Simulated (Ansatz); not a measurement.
Ru: energy against strain

Ru (hcp, P6_3/mmc, 13.499 Å³/atom at rest, c along z) under a strain ε along a direction in the basal plane (axis x), the other axes held. r2SCAN in Ansatz, a plane-wave DFT program (PAW, default set), 500 eV, 24×24×14 Γ-centred mesh, Fermi-Dirac smearing 0.10 eV; ions are relaxed within the symmetry of each cell.

Here s stands for strain and y for E less E0.

| strain (%) | E less E0 (meV/atom) |
|---|---|
| -1.50 | 5.78 |
| -1.00 | 2.48 |
| -0.50 | 0.58 |
| 0.00 | 0.00 |
| 0.50 | 0.70 |
| 1.00 | 2.61 |
| 1.50 | 5.69 |
| 3.00 | ? |

Taking a parabola for y over the 7 complete rows: Least squares gives y = 0.000 + 0.0079·s + 2.5481·s². Residuals (row less fit): 0.059, -0.060, -0.053, 0.000, 0.059, 0.054, -0.055; standard error 0.069 (degrees of freedom: 4). Twice the quadratic coefficient over the volume, 2 × 2.5481 meV × 10⁴ × 0.1602 / 13.499 Å³, is the elastic constant C11 = 605 ± 7 GPa.

### Question
Predict the withheld y at s = 3.00 from the fit, and compare with the calculation.

### Answer
y = 0.000 + 0.0079 × 3.0 + 2.5481 × 3.0² = 22.957 meV/atom. The calculation gives 21.34 meV/atom, 1.617 meV/atom below the prediction (7.6 % of the range of y in the table). The row lies outside the fitted rows, so this is an extrapolation. From the scatter of the fitted rows alone, a prediction at this place has a standard error of 0.266 meV/atom, so the miss is 6.1 times that.

One order more, fitted to all 13 runs of the series, follows each within 0.02, so the miss is the next term of a smooth law. In a metal these values are sensitive to mesh and smearing; energies are taken to zero smearing, stresses follow the free energy. Rows are the converged runs of the series near zero and its far end; series whose fitted rows scatter by over a few per cent of the range, as at a crossing or softening among them, aren't shown in this form. Most that stay on the fit to the last digits aren't either.
